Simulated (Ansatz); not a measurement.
# Response to strain in PbSe

Consider PbSe in the rock salt structure (space group Fm-3m, No. 225; a = 6.1780 Å). Axes: x, y, z lie along the cube axes.

Strains are applied to the cell and any free atomic positions relax; under biaxial strain the out-of-plane vector relaxes too.

Level of theory: r2SCAN/PAW in Ansatz (a first-principles code), scalar-relativistic without spin-orbit coupling.

Candidates:
(a) biaxial strain −3.51 %, plane normal [001], relaxed out of plane
(b) tensor shear ε_yz = −0.83 %
(c) isotropic strain +4.95 %
(d) uniaxial strain ε_zz = +3.59 %

Before the change:

The band gap is 0.67 eV.

Problem. Order them by band gap, lowest first.

Solution. (a) biaxial strain −3.51 %, plane normal [001], relaxed out of plane (0.38 eV), (b) tensor shear ε_yz = −0.83 % (0.58 eV), (d) uniaxial strain ε_zz = +3.59 % (0.74 eV), (c) isotropic strain +4.95 % (1.03 eV)

With Pb present, leaving out spin-orbit coupling can change the band edges. Stability against distortions was not tested.
